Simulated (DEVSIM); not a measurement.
Structure: Schottky contact on n-type GaAs, at 300 K.

Layer 1 from the left is GaAs, thickness (μm) 3.60, Nd (cm⁻³) 2e16, τn (s) 6.3e-9, τp (s) 6.3e-9.

Left contact: Schottky, work function 5.11 eV, emission velocity 3.4e6 cm/s. Right contact: ohmic. Voltage is applied to the left contact. Recombination: SRH at mid-gap. Mobility is μmin + (μ − μmin)/(1 + (N/Nref)^α).

The device is made up for the run: typed textbook-type constants, with dimensions and the other settings drawn at random. Values at 300 K.

GaAs: gap (eV) 1.424, affinity (eV) 4.07, permittivity 12.9, Nc (cm⁻³) 4.7e17, Nv (cm⁻³) 9e18, μn (cm²/Vs) 8500, μp (cm²/Vs) 400, μn,min 500, μp,min 20, Nref,n 6e16, Nref,p 1.5e17, αn 0.39, αp 0.38.

Estimate by hand the built-in potential, the peak field at zero bias, the capacitance at -3 V, and compare with a numerical solution.


- Built-in potential: barrier φB = 1.040 eV; Vbi = φB − kT/q ln(N_band/N) = 0.958 V; numerical 0.958 V.
- Peak field at zero bias: depletion approximation: W = √(2εVbi/(qN)) = 0.261 μm with N = 2.00e16 cm⁻³; field = 2Vbi/W = 73300 V/cm; numerical 72200 V/cm (estimate above by 1.6 %).
- Capacitance at -3 V: C = √(qεN / 2(Vbi + |V|)) = 21.5 nF/cm²; numerical 21.6 nF/cm².

Simulated with DEVSIM: 1D drift-diffusion, Boltzmann statistics, complete ionisation; no tunnelling, impact ionisation, image-force lowering or self-heating. Metal contacts follow the ideal Schottky-Mott rule: no Fermi-level pinning, no interface dipoles.
